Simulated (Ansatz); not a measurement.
Base system: Ag in the fcc (Cu type) structure (space group Fm-3m, No. 225; relaxed with 0.1 eV smearing).

```xyz
1
Lattice="0.0000 2.0004 2.0004 2.0004 0.0000 2.0004 2.0004 2.0004 0.0000" Properties=species:S:1:pos:R:3 pbc="T T T"
Ag     0.0000     0.0000     0.0000
```

Cartesian axes are those of the cell as printed.

Calculations: Ansatz (a program for electronic structure) LDA, no spin-orbit coupling.

Before the change:

| Quantity | Value |
|---|---|
| Volume per atom | 16.01 Å³ |

Perturbation: compressive biaxial strain of 0.50 % in the plane normal to [001], as in epitaxy on a mismatched substrate; the out-of-plane cell vector and the atoms relax.

Q: What happens to the volume per atom?

A: The volume per atom drops by 0.04 Å³ (16.01 Å³ → 15.97 Å³).

Q: Predict the new energy relative to the base.

A: The energy hardly moves.

No phonon test of stability was made.
